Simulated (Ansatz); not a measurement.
**A constructed model of the (111) surface of fcc Rh, (√3x√3)R30° layer of Se, one a cell, on the site that continues the host's stacking (bottom of the slab: a bare face, its two planes held)**

Calculation: PBE (plane waves to 420 eV, PAW; Ansatz, a program for electronic structure).

Model: 19-atom slab, 13.3 Å thick at the start with caps and adatoms (thin: gaps and levels are the slab's own), 9x9x1 mesh, Fermi-Dirac 0.1 eV, dipole correction, 6 atoms held, the rest relaxed; held to the start's symmetry, so lower structures may exist; no spin, no spin-orbit, no U. It is one candidate, not shown to be the stable structure of the face.

```
Quantity                                        Value
-----------------------------  ----------------------
work function of the top face                 4.75 eV
energy released by relaxation                 0.87 eV
cost                           roughly 6 core-minutes
```
